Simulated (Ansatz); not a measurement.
The structure below was relaxed with PBE, PAW, 420 eV (Ansatz, a program for electronic structure; without spin-orbit coupling).

```xyz
12
Lattice="2.8403 1.6399 5.3286 -2.8403 1.6399 5.3286 0.0000 -3.2797 5.3286" Properties=species:S:1:pos:R:3 pbc="T T T"
Ga    -0.9194     1.6214     5.3295
Ga    -0.9445    -1.6069     5.3295
Ga     1.8639    -0.0145     5.3295
Ga     0.0000     0.0000     2.6374
In     0.0000     0.0000    13.3542
Ga     0.0000     0.0000     8.0285
N     -1.0318     1.5226     8.6888
N     -0.8027    -1.6549     8.6888
N      1.8345     0.1323     8.6888
N      0.0000     0.0000     0.6175
N      0.0000     0.0000    11.2078
N      0.0000     0.0000     6.0320
```

Question: Find the space group and the Wyckoff positions.

Answer: Space group R3, hexagonal axes (No. 146); a = 5.681 Å, b = 5.681 Å, c = 15.986 Å, α = 90.00°, β = 90.00°, γ = 120.00°

```tsv
atom	site	symmetry	x	y	z
Ga	9b	1	0.0067	0.3371	0.3333
Ga	3a	3.	0.0000	0.0000	0.8350
In	3a	3.	0.0000	0.0000	0.1646
Ga	3a	3.	0.0000	0.0000	0.4978
N	9b	1	0.3602	0.0031	0.1231
N	3a	3.	0.0000	0.0000	0.9614
N	3a	3.	0.0000	0.0000	0.2989
N	3a	3.	0.0000	0.0000	0.6227
```

Question: Describe the coordination.

Answer: The crystal has 36 atoms in its conventional cell. Conventional cell: a = 5.681 Å, b = 5.681 Å, c = 15.986 Å, α = 90.00°, β = 90.00°, γ = 120.00°. Ga1 has 4 N at 1.973–2.018 Å (tetrahedral). Ga2 is surrounded by 4 N at 1.951–2.020 Å (tetrahedral). In sees 4 N at 2.143–2.146 Å (tetrahedral). Ga3 sees 4 N at 1.954–1.997 Å (tetrahedral). N1 is coordinated by 3 Ga at 1.951–1.973 Å and 1 In at 2.143 Å (tetrahedral). N2 is coordinated by 4 Ga at 2.018–2.020 Å (tetrahedral). N3 has 3 Ga at 1.974 Å and 1 In at 2.146 Å (tetrahedral). N4 is surrounded by 4 Ga at 1.992–1.997 Å (tetrahedral). (Neighbours: up to the widest gap in distance over summed covalent radii, below 1.35, at either atom; cation-cation and far metal-metal contacts left out.)

These are small ordered cells, not random alloys; other orderings at the same x differ. Whether these cells are dynamically stable was not tested. The cell was made from GaN by this change: x(In) = 0.167, 12 atoms, R3.
